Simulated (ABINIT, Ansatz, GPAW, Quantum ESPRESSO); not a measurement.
**Cu3Sn (Pmmn, 8 atoms in the cell) computed with different codes at matched settings**

Self-consistent single point.

```
CELL_PARAMETERS angstrom
      4.32369     0.00000     0.00000
      0.00000     5.43252     0.00000
      0.00000     0.00000     4.76457
ATOMIC_POSITIONS crystal
  Cu 0.50000 0.00000 0.30100
  Cu 0.00000 0.50000 0.69900
  Cu 0.00000 0.75052 0.15581
  Cu 0.00000 0.24948 0.15581
  Cu 0.50000 0.74948 0.84419
  Cu 0.50000 0.25052 0.84419
  Sn 0.50000 0.50000 0.34118
  Sn 0.00000 0.00000 0.65882
```

All programs got the same cell, k-point mesh and kind of occupations (in Ansatz's words: kpoints.mp_grid.grid = 4 3 4; scf.occupations.method = fermi_dirac; scf.occupations.width = 0.1 eV); potentials, basis and cutoffs are each program's usual ones.

```
code                                                              model  pressure (GPa)  largest force (eV/Å)   cutoff
----------------  -----------------------------------------------------  --------------  --------------------  -------
Quantum ESPRESSO           PBEsol, PSlibrary PAW (PBE) pseudopotentials           -2.60                 0.062    55 Ry
Ansatz                          PBEsol, default PAW files made with PBE           -1.85                 0.060  default
GPAW              PBEsol, GPAW PAW datasets PBEsol (made by gpaw-setup)           -1.49                 0.057   800 eV
ABINIT               PBEsol, PAW (JTH v2.0 PBE PAW, files made for PBE)           -2.09                 0.057    30 Ha
```

Size of the force on each atom (eV/Å): Sizes of forces hide their directions.

| code | Cu1 | Cu2 | Cu3 | Cu4 | Cu5 | Cu6 | Sn7 | Sn8 |
|---|---|---|---|---|---|---|---|---|
| Quantum ESPRESSO | 0.038 | 0.038 | 0.062 | 0.062 | 0.062 | 0.062 | 0.002 | 0.002 |
| Ansatz | 0.034 | 0.034 | 0.060 | 0.060 | 0.060 | 0.060 | 0.003 | 0.003 |
| GPAW | 0.009 | 0.009 | 0.057 | 0.057 | 0.057 | 0.057 | 0.005 | 0.005 |
| ABINIT | 0.025 | 0.025 | 0.057 | 0.057 | 0.057 | 0.057 | 0.001 | 0.001 |

The spread over the programs that give each value: pressure within 1.11 GPa; largest force within 0.005 eV/Å.

The starting cell comes from a database of computed structures (which also holds hypothetical and non-ambient phases and stackings), without a prior relaxation at this level. On Ansatz's run: Spin polarisation is off. Without a gap this mesh is coarse (it stands for a supercell whose shortest vector is 16 Å).

### Question
Why do the programs differ, and what cannot be compared?

### Answer
Differences of this kind can come from the potentials, where these differ, and from what each basis and cutoff leave unconverged. The valence holds different numbers of electrons (Quantum ESPRESSO 94, Ansatz (a program for electronic structure) 142, GPAW 94, ABINIT 142). The zero of total energies and Fermi levels follows the potentials and each program's conventions, so they are not compared here. Ansatz's pressure is given at a fixed set of plane waves, as the other plane-wave codes print theirs; with its correction for the finite basis it is -1.74 GPa.

The shared mesh is coarse (it stands for a supercell whose shortest vector is 16 Å), so the values are not converged in it.

Left out of this page: CP2K (unsound by tests on forces, stress, charge or solver warnings); Elk and FLEUR (not drawn, or without a comparable value).

Keys are those of Ansatz 0.2.
